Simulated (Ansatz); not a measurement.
The reference is Au in the hcp (Mg type) structure (space group P6_3/mmc, No. 194).

```xyz
2
Lattice="2.8621 0.0000 0.0000 -1.4311 2.4787 0.0000 0.0000 0.0000 4.8024" Properties=species:S:1:pos:R:3 pbc="T T T"
Au     0.0000     1.6525     1.2006
Au     1.4311     0.8262     3.6018
```

All numbers come from PBEsol (Ansatz, a first-principles code), spin-orbit coupling left out.

One change was made to it. Results:

```
quantity                   base       after
-------------------  ----------  ----------
lattice parameter a  5.409 bohr  4.746 bohr
c/a ratio                 1.678       1.650
```

**Question.** Which of these changes matches the shifts?
A. Au → Cu
B. Au → Ru
C. Au → Ag

**Answer.** A, Au → Cu. For comparison, the lattice parameter a in the other runs: Au → Ag gives 5.396 bohr; Au → Ru gives 5.087 bohr.

No phonon test of stability was made. For Cu in this form, whether it has been made was not checked. The base started in Cmcm and relaxed to P6_3/mmc at this level. All final runs are without spin polarisation. This is not the structure that Cu has at room temperature and ambient pressure. This is not the structure that Au has at room temperature and ambient pressure. This is not the structure that Ag has at room temperature and ambient pressure.
